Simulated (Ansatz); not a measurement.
The reference is TiO₂ in the anatase structure (space group I4_1/amd, No. 141; a = 3.799 Å, c = 9.701 Å). Axes: x, y, z lie along a, b, c of the conventional cell.

Calculations: DFT with PBE, PAW potentials and a 420 eV plane-wave cutoff in Ansatz (a program for electronic structure), no spin-orbit coupling.

Strains are applied to the cell and any free atomic positions relax; under biaxial strain the out-of-plane vector relaxes too.

One change was made to it. Results:

| quantity | base | after |
|---|---|---|
| smallest direct gap | 2.43 eV | 2.36 eV |
| band gap | 2.13 eV | 2.02 eV |
| energy relative to the base (free energy F) | 0 meV/atom | +2.7 meV/atom |
| shortest interatomic distance | 194.6 pm | 196.3 pm |

### Question
Name the change that was made.
(A) biaxial strain +1.20 %, plane normal [001], relaxed out of plane
(B) biaxial strain +3.00 %, plane normal [001], relaxed out of plane
(C) biaxial strain +2.40 %, plane normal [001], relaxed out of plane
(D) biaxial strain +1.80 %, plane normal [001], relaxed out of plane

### Answer
A, biaxial strain +1.20 %, plane normal [001], relaxed out of plane. For comparison, the band gap in the other runs: biaxial strain +1.80 %, plane normal [001], relaxed out of plane gives 1.98 eV; biaxial strain +3.00 %, plane normal [001], relaxed out of plane gives 1.90 eV; biaxial strain +2.40 %, plane normal [001], relaxed out of plane gives 1.94 eV.

Whether these cells are dynamically stable was not tested. The final runs are not spin-polarised.
